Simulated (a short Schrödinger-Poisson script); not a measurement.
Structure: single GaAs/Al0.3Ga0.7As quantum well.

| layer | material | thickness (nm) |
|---|---|---|
| 1 | Al0.3Ga0.7As | 20 |
| 2 | GaAs | 6 |
| 3 | Al0.3Ga0.7As | 20 |

Constants are typed, rounded textbook-type inputs, not results; the design itself was drawn at random and stands for no fabricated device. GaAs: direct gap (eV) 1.424, conduction-band edge (eV) 0, electron mass (mₑ) 0.067, heavy-hole mass 0.377, light-hole mass 0.09. Al0.3Ga0.7As: direct gap (eV) 1.798, conduction-band edge (eV) 0.237, electron mass (mₑ) 0.0919, heavy-hole mass 0.407, light-hole mass 0.117.

The valence-band edge of each layer lies one gap below its conduction-band edge. The electron's potential energy rises along the stack by the applied field. Mesh 0.03 nm at interfaces.

Problem. Estimate e1 and hh1 for infinitely high walls at zero field, and compare with the finite well.

Solution. ħ²π²/(2mL²) gives 155.9 meV for the electron and 27.7 meV for the heavy hole. The finite well gives 59.8 and 16.3 meV, 0.38 and 0.59 of the estimates, as the states reach into the barriers (10 % of e1 lies outside the well).

Solved with a short Schrödinger-Poisson script written for these runs: one-band effective-mass equation with BenDaniel-Duke matching, electrons, heavy and light holes apart, hard walls at the outer ends, one valence edge for both holes (no strain splitting), no charge, excitons, band mixing or non-parabolicity; under a field the levels are quasi-bound states of a box, listed while three quarters of their weight lies within 4 nm of the wells.
